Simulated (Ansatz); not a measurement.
A free linear chain of Ir atoms, stretched and compressed along its axis from its relaxed period of 4.561 Å, atoms relaxed at each length.

Computed with PBE (plane waves to 420 eV, PAW; Ansatz, a quantum-chemistry and plane-wave program). Mesh 1×1×66. Collinear spin, started with parallel moments, and moments remain. Periodic along z alone, with about 11 Å of vacuum beside it. A hypothetical model. Symmetry and one short period hold its shape; lower forms weren't sought. Pairing along the axis, which can open a gap, is among the distortions not tried. Values not marked SOC lack spin–orbit coupling. No Hubbard term is applied. Fermi–Dirac width 0.02 eV. Buckling under compression is shut out by symmetry and the short period. Energies are free energies at a Fermi–Dirac width of 0.02 eV, from the unstrained cell.

| strain (%) | energy (meV a period) | axial force (nN) |
|---|---|---|
| -3.0 | … | … |
| -1.5 | +28 | -1.35 |
| 0.0 | 0 | 0.00 |
| +1.5 | +25 | +1.14 |
| +3.0 | … | … |

**Question.** Fill in the missing entries.

**Answer.** 
- +3.0, energy (meV a period): +94
- +3.0, axial force (nN): +2.07
- -3.0, energy (meV a period): +118
- -3.0, axial force (nN): -2.92
